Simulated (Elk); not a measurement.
Band structure of Bi2Pd (I4/mmm, 3 atoms in the cell).

```
Bi2Pd
1.0
   -1.67641     1.67641     6.55724
    1.67641    -1.67641     6.55724
    1.67641     1.67641    -6.55724
Bi Pd
2 1
Direct
  0.63232   0.63232   0.00000
  0.36768   0.36768   0.00000
  0.00000   0.00000   0.00000
```

Method: PBEsol, all-electron FP-LAPW, Elk's shipped species files, APW+lo basis with extra local orbitals (Elk).

Settings: xctype = 22; rgkmax = 7.5; stype = 0; swidth = 0.00367493 Ha; ngridk = 9 9 9; gmaxvr = 16 1/bohr; nxlo = 2; lorbcnd = true; lmaxi = 3.

The starting cell comes from a database of computed structures (which also holds hypothetical and non-ambient phases and stackings), without a prior relaxation at this level. Its lattice was rescaled by a random factor within 2.5 % of one. Spin-orbit coupling is off. Spin polarisation is off. Values depend on the basis (sphere radii, cutoffs, local orbitals), which need not be converged.

Levels in eV from the Fermi level, bands 21 to 28:
```tsv
point	21	22	23	24	25	26	27	28
Γ	-2.86	-2.70	1.53	2.32	2.32	3.41	3.41	4.53
X	-3.41	-2.97	-2.04	-0.81	0.44	1.05	1.28	1.98
Y	-3.50	-2.88	-2.04	-0.95	0.46	1.11	1.44	2.02
S	-2.98	-2.93	-2.79	-1.60	1.35	2.84	4.75	4.82
Z	-2.73	-2.70	-1.77	1.59	1.59	4.70	4.70	5.97
S1	-2.98	-2.93	-2.79	-1.60	1.35	2.84	4.75	4.82
N	-3.28	-2.93	-2.40	-1.85	1.09	4.39	4.67	4.97
P	-3.77	-2.99	-2.03	-0.24	-0.24	1.09	1.15	2.37
Y1	-3.50	-2.88	-2.04	-0.95	0.46	1.11	1.44	2.02
```

Bands cross the Fermi level along this path, so the cell is metallic at this level.
